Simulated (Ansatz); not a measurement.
The reference is BeSe in the zinc blende structure (space group F-43m, No. 216; a = 5.129 Å). Axes: x, y, z lie along the cube axes.

Computed with PBEsol in Ansatz (plane waves to 420 eV, PAW, spin-orbit coupling left out).

Before the change:

Shortest interatomic distance: 2.221 Å
Band gap: 2.47 eV

The change: compressive biaxial strain of 1.50 % in the plane normal to [001], as in epitaxy on a mismatched substrate; the out-of-plane cell vector and the atoms relax.

Question: What does the calculation give for the shortest interatomic distance, out-of-plane strain and band gap after the change?

Answer: The shortest interatomic distance drops by 0.013 Å, from 2.221 Å to 2.208 Å; the out-of-plane strain amounts to +1.20 %; the band gap falls by 0.16 eV, from 2.47 eV to 2.31 eV.

Whether these cells are dynamically stable was not tested.

Ansatz is a quantum-chemistry and plane-wave program.
